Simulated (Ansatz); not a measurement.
Start from W in the fcc (Cu type) structure (space group Fm-3m, No. 225; a = 3.9976 Å).

The values are results of Ansatz (a program for electronic structure) PBEsol, spin-orbit coupling left out, not measurements.

For the base:

* **Lattice parameter a**: 3.998 Å
* **Band gap**: zero

Perturbation: hydrostatic tension (pressure −2 GPa).

### Question
What happens to the lattice parameter a?

### Answer
The lattice parameter a increases by 0.009 Å to 4.007 Å.

### Question
What does the calculation give for the band gap after the change?

### Answer
The band gap stays zero.

Load acts through the strain it causes; cell and atoms are relaxed under it. Stability against distortions was not tested. The final runs are not spin-polarised. This is not the structure that W has at room temperature and ambient pressure.
